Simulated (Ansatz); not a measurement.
Input and output of a self-consistent single point for SiNi (Pmmn, 4 atoms in the cell) (Ansatz, a first-principles code).

Computed with LDA (PW92), PAW files made with PBE (plane waves; Ansatz).

```
SiNi
1.0
    2.95307     0.00000     0.00000
    0.00000     3.29181     0.00000
    0.00000     0.00000     4.69382
Si Ni
2 2
Direct
  0.00000   0.00000   0.15686
  0.50000   0.50000   0.84314
  0.00000   0.00000   0.65750
  0.50000   0.50000   0.34250
```

Reference input (self-consistent single point, DFT, PBEsol, plane waves, PAW files made with PBE): kpoints.mp_grid.grid = 8 7 5; hamiltonian.xc = pbesol; hamiltonian.pseudopotentials = {kind: paw} (an earlier, softer set of the program's PAW files); scf.occupations.method = fermi_dirac; scf.occupations.width = 0.05 eV. This run's input differs from it in these lines:

Ansatz 0.2 input:
```diff
@@ -14,3 +14,3 @@
 hamiltonian:
-  xc: pbesol
+  xc: lda
   pseudopotentials:
```

Output (repeated stretches shortened):

```
SCF iter   1: F=—  HF=-12767.083930 eV  |F-HF|=—  |Δ(HF+E_count)|=         —  Δρ=8.54e-2  dr2=3.95e0  ethr=3.10e-3  ⟨swp⟩=6.3  Hψ=7270  notcnv=0
all-band conjugate gradients solve this SCF's bands
preconditioner: auto → Kerker (q_TF=auto, 2.712 Å⁻¹)
SCF iter   2: F=—  HF=-12766.563963 eV  |F-HF|=—  |Δ(HF+E_count)|=   5.20e-1  Δρ=3.53e-2  dr2=1.00e0  ethr=3.10e-3  ⟨swp⟩=2.3  Hψ=2503  notcnv=0  defer=27
   [... lines left out ...]
SCF iter   6: F=—  HF=-12766.272348 eV  |F-HF|=—  |Δ(HF+E_count)|=   6.71e-5  Δρ=5.71e-4  dr2=1.68e-4  ethr=2.91e-6  ⟨swp⟩=1.4  Hψ=1943  notcnv=0  defer=22
SCF iter   7: F=—  HF=-12766.272341 eV  |F-HF|=—  |Δ(HF+E_count)|=   7.05e-6  Δρ=9.12e-5  dr2=5.22e-6  ethr=3.82e-7  ⟨swp⟩=2.2  Hψ=2245  notcnv=0  defer=22
SCF iter   8: F=—  HF=-12766.272364 eV  |F-HF|=—  |Δ(HF+E_count)|=   2.28e-5  Δρ=2.01e-5  dr2=1.73e-7  ethr=1.19e-8  ⟨swp⟩=2.1  Hψ=2533  notcnv=0  defer=22
SCF iter   9: F=-12766.272364 eV  HF=-12766.272364 eV  |F-HF|=1.25e-9  |Δ(HF+E_count)|=   7.17e-8  Δρ=3.60e-6  dr2=3.41e-9  ethr=2.27e-10  ⟨swp⟩=6.7  Hψ=7162  notcnv=0
SCF 1 converged in 9 iterations: F = -12766.272364 eV  dr2 = 3.41e-9
Free energy (F): -12766.272364 eV
Internal energy: -12766.264443 eV  (E = F + TS)
E sigma→0 (E₀):  -12766.268403 eV
Entropy (-TS):   -0.007921 eV (-1.980 meV/atom)
Fermi energy:    15.709662 eV
--- Forces (eV/Å), atoms counted from 1 ---
  atom   1  Si     0.00000000     0.00000000     0.24940241
  atom   2  Si     0.00000000     0.00000000    -0.24940241
  atom   3  Ni     0.00000000     0.00000000     0.06873809
  atom   4  Ni     0.00000000     0.00000000    -0.06873809
--- Stress (GPa, compression-positive) ---
       -6.129853       0.000000       0.000000
        0.000000      -6.237186       0.000000
        0.000000       0.000000      -8.506125
  P = ⅓ Tr σ = -6.9577 GPa (-69.577 kbar)
  The stress holds the Pulay correction. Without it, at fixed plane waves, as pw.x and ABINIT print it: P = -7.0052 GPa
```

The run converged in 9 iterations. Against the reference run the pressure goes from -1.96 to -6.96 GPa and the largest force goes from 0.098 to 0.249 eV/Å.

The starting cell comes from a database of computed structures (which also holds hypothetical and non-ambient phases and stackings), without a prior relaxation at this level. Its lattice was rescaled by a random factor within 2.5 % of one. Spin polarisation is off. With a pressure of about -7 GPa the cell is away from its equilibrium volume at this level. Ansatz's pressure includes its estimate of the finite-basis (Pulay) stress.
